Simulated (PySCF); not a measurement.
PySCF 2.14.0, PBE0/def2-svp, df: Ca(Br)(OMe)(OH2)2 (C[O][Ca](<-[OH2])(<-[OH2])[Br]), 13 atoms. The geometry is a generated start, not checked to be a minimum at this level.

```json
{
  "task": "energy",
  "method": "pbe0",
  "basis": "def2-svp",
  "two_electron_scheme": "density fitting",
  "mol.max_memory": "3000 MB",
  "mf.max_cycle": "100",
  "mf.init_guess": "minao (default)",
  "mf.DIIS": "CDIIS (default)",
  "mf.diis_space": "8 (default)",
  "mf.conv_tol": "1e-09 (default)",
  "mf.grids.level": "3 (default)",
  "basis_functions": "147",
  "grid_points": "165872"
}
```

```xyz
13

Ca     0.7638     0.7460     1.1151
Br     2.5742     1.9925    -0.1849
O      0.0148    -0.7230    -0.0637
C      0.4598    -1.2466    -1.2705
H      1.0743    -2.1427    -1.1061
H     -0.3962    -1.5366    -1.8967
H      1.0669    -0.5156    -1.8348
O     -0.9753     1.6057    -0.0970
H     -0.7375     0.6273    -0.2899
H     -0.7005     2.0711    -0.8986
O     -0.7574    -0.1960     2.4281
H     -0.7307    -0.8272     1.6884
H     -1.6563     0.1451     2.4107
```

One run each on 2 threads, 1 BLAS thread. Values of level_shift (Hartree) tried: 0 (default), 0.1, 0.3, 1.

Task: Which value of level_shift (Hartree) needs the fewest Fock builds, and what happens away from it?

Result: Fewest Fock builds: 0 (default) with 12. The count rises to 42 at 1. All converge to one solution.

```csv
level_shift (Hartree),Fock builds,end
0 (default),12,same solution
0.1,14,same solution
0.3,19,same solution
1,42,same solution
```
